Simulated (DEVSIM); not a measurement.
Device: Schottky contact on n-type GaAs, at 300 K.

Layer 1 from the left is GaAs, thickness (μm) 0.410, Nd (cm⁻³) 3.7e16, τn (s) 1.5e-9, τp (s) 1.5e-9.

Left contact: Schottky, work function 4.85 eV, emission velocity 3.9e6 cm/s. Right contact: ohmic. Voltage is applied to the left contact. Recombination: SRH at mid-gap, radiative, Auger. Mobility is μmin + (μ − μmin)/(1 + (N/Nref)^α).

Constants are typed, rounded textbook-type inputs, not results; the design itself was drawn at random and stands for no fabricated device. Values at 300 K.

GaAs: gap (eV) 1.424, affinity (eV) 4.07, permittivity 12.9, Nc (cm⁻³) 4.7e17, Nv (cm⁻³) 9e18, μn (cm²/Vs) 8500, μp (cm²/Vs) 400, μn,min 500, μp,min 20, Nref,n 6e16, Nref,p 1.5e17, αn 0.39, αp 0.38, B (cm³/s) 2e-10, Cn (cm⁶/s) 1e-30, Cp (cm⁶/s) 1e-30.

Question: Estimate by hand the built-in potential, the peak field at zero bias, the capacitance at -0.6 V, and compare with a numerical solution.

Answer: 
- Built-in potential: barrier φB = 0.780 eV; Vbi = φB − kT/q ln(N_band/N) = 0.714 V; numerical 0.714 V.
- Peak field at zero bias: depletion approximation: W = √(2εVbi/(qN)) = 0.166 μm with N = 3.70e16 cm⁻³; field = 2Vbi/W = 86100 V/cm; numerical 84300 V/cm (estimate above by 2.2 %).
- Capacitance at -0.6 V: C = √(qεN / 2(Vbi + |V|)) = 50.8 nF/cm²; numerical 51.2 nF/cm² (estimate below by 0.96 %).

DEVSIM, 1D drift-diffusion, Boltzmann statistics, complete ionisation; no tunnelling, impact ionisation, image-force lowering or self-heating. Metal contacts follow the ideal Schottky-Mott rule: no Fermi-level pinning, no interface dipoles.
